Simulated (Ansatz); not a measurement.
A user runs Ansatz (a program for electronic structure) on Ti2Cd (I4/mmm, 3 atoms in the cell) and asks whether the run is sound. The aim is a self-consistent single point with DFT, LDA (PW92), plane waves, default PAW files made with PBE.

Cell that was meant: a = 7.0092 Å, b = 7.0092 Å, c = 7.0092 Å, α = 156.41°, β = 156.41°, γ = 33.60°.

Part of the input:

Ansatz 0.2 input:
```yaml
scf:
  occupations:
    method: fermi_dirac
    width: 0.147 Ry
output:
  forces: true
  eigenvalues: true
```

Log, with long lists cut:

```
WARN basis.ecutwfc = 420 eV, the default
WARN ansatz: RAYON_NUM_THREADS=1 ignored (pool sized by the plan → 1); use --threads N
   [... lines left out ...]
PAW frozen core: Cd, regenerated for the run's functional, and the local potential with it
Initial density: superposition of atomic densities (neutral atoms: chi_scale 0, normalization atom), corrected by the library's trained network
Initial wavefunctions: pseudopotential atomic-orbital guess
Eigensolver: davidson
Functional: x = slater, c = lda
SCF iter   1: F=—  HF=-13037.210917 eV  |F-HF|=—  |Δ(HF+E_count)|=         —  Δρ=7.32e-2  dr2=4.45e0  ethr=1.77e-3  ⟨swp⟩=7.6  Hψ=92850  notcnv=0
all-band conjugate gradients solve this SCF's bands
preconditioner: auto → Kerker (q_TF=auto, 2.628 Å⁻¹)
SCF iter   2: F=—  HF=-13036.557505 eV  |F-HF|=—  |Δ(HF+E_count)|=   6.53e-1  Δρ=3.71e-2  dr2=1.31e0  ethr=1.77e-3  ⟨swp⟩=1.3  Hψ=28381  notcnv=0
   [... lines left out ...]
SCF iter   6: F=—  HF=-13036.271016 eV  |F-HF|=—  |Δ(HF+E_count)|=   2.71e-5  Δρ=1.03e-4  dr2=7.17e-6  ethr=1.79e-7  ⟨swp⟩=2.1  Hψ=37258  notcnv=0
SCF iter   7: F=—  HF=-13036.271014 eV  |F-HF|=—  |Δ(HF+E_count)|=   1.29e-6  Δρ=2.15e-5  dr2=4.13e-7  ethr=1.63e-8  ⟨swp⟩=2.0  Hψ=24173  notcnv=0
SCF iter   8: F=-13036.271014 eV  HF=-13036.271014 eV  |F-HF|=6.69e-9  |Δ(HF+E_count)|=   3.92e-8  Δρ=3.59e-6  dr2=1.25e-8  ethr=2.27e-10  ⟨swp⟩=5.6  Hψ=74004  notcnv=0
SCF 1 converged in 8 iterations: F = -13036.271014 eV  dr2 = 1.25e-8
Free energy (F): -13036.271014 eV
Internal energy: -13006.634798 eV  (E = F + TS)
E sigma→0 (E₀):  -13021.452906 eV
Entropy (-TS):   -29.636217 eV (-9878.739 meV/atom)
Fermi energy:    13.819662 eV
--- Forces (eV/Å), atoms counted from 1 ---
  atom   1  Ti    -0.00000000     0.00000000     1.55765661
  atom   2  Ti     0.00000000    -0.00000000    -1.55765661
  atom   3  Cd    -0.00000000    -0.00000000    -0.00000000
--- Stress (GPa, compression-positive) ---
       25.281622       0.000000       0.000000
        0.000000      25.281622      -0.000000
        0.000000      -0.000000      19.609819
  P = ⅓ Tr σ = 23.3910 GPa (233.910 kbar)
  The stress holds the Pulay correction. Without it, at fixed plane waves, as pw.x and ABINIT print it: P = 23.3667 GPa
```

Problem. Can these results be used? Check the input.

Solution. The run is not sound. The fault is a smearing width that is far too large. A width of many tenths of an electronvolt moves electrons far across the Fermi level or the gap, and the free energy and its derivatives carry a large smearing term. To fix it, use a width small against the gap or band features. The run converged in 8 iterations without an error; against the sound input the free energy goes down by 5.84 eV/atom, the pressure goes from -8.17 to 23.39 GPa and the largest force goes from 0.273 to 1.558 eV/Å.

The sound input it was made from differs as follows (other fixes are possible):
```diff
-    width: 0.147 Ry
+    width: 0.0037 Ry
```

With that input, the run converged in 7 iterations: free energy E − TS (on the zero of these files) -13018.7395 eV; Fermi level (on the code's own zero) 13.75 eV; pressure -8.17 GPa; largest force (vector length) 0.273 eV/Å (DFT, LDA (PW92), plane waves, default PAW files made with PBE).

On the sound input: the starting cell comes from a database of published, mostly measured structures (it also holds non-ambient and calculated ones), without a prior relaxation at this level. Spin polarisation is off. With a pressure of about -8 GPa the cell is away from its equilibrium volume at this level. Ansatz's pressure includes its estimate of the finite-basis (Pulay) stress.
